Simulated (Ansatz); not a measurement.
InSe: 1 layer

The reference is InSe in the beta-GaS type structure (space group P6_3/mmc, No. 194; a = 4.0166 Å, c = 16.9326 Å; layered, stacked along the Cartesian z axis).

It is then changed as follows: a free-standing slab of 1 layer (4 atoms, 4 a layer) is cut normal to the stacking axis, with 15 Å of vacuum and the in-plane cell relaxed.

Level of theory: Ansatz (a program for electronic structure), r2SCAN+rVV10, PAW, cutoff 500 eV, without spin-orbit coupling. Γ-centred 10×10×1 mesh, Fermi–Dirac width 0.05 eV, for the changed cell.

The layer's space group (with vacuum) comes out as P-6m2 (No. 187) and the shortest interatomic distance stays essentially unchanged (2.643 Å against 2.642 Å). The band gap grows by 1.212 eV, from 0.85 eV to 2.07 eV and the gap character comes out as indirect, k = (0.100, 0.200, 0) in the run's primitive reciprocal basis → Γ. The smallest direct gap rises by 1.28 eV to 2.13 eV and the electron mass (in plane) amounts to 0.19 mₑ (at Γ). The excess energy per area of both faces (slab less bulk energy over the cell's area: twice a surface energy) is 0.24 J/m² and the thickness between the outermost nuclei is 5.34 Å. The in-plane lattice parameter a shrinks by 0.010 Å to 4.007 Å.

Final structure:

```xyz
4
Lattice="4.0069 0.0000 0.0000 2.0034 3.4701 0.0000 0.0000 0.0000 20.3233" Properties=species:S:1:pos:R:3 pbc="T T T"
Se     4.0069     2.3134     7.4939
In     2.0034     1.1567     8.7694
In     2.0034     1.1567    11.5538
Se     4.0069     2.3134    12.8294
```

Slab and bulk use different k-meshes, which limits the precision of the excess energy. Effective masses come from finite differences of ±0.01 Å⁻¹. Stability against distortions was not tested. Labels are those of the standard path for the cell's own space group.
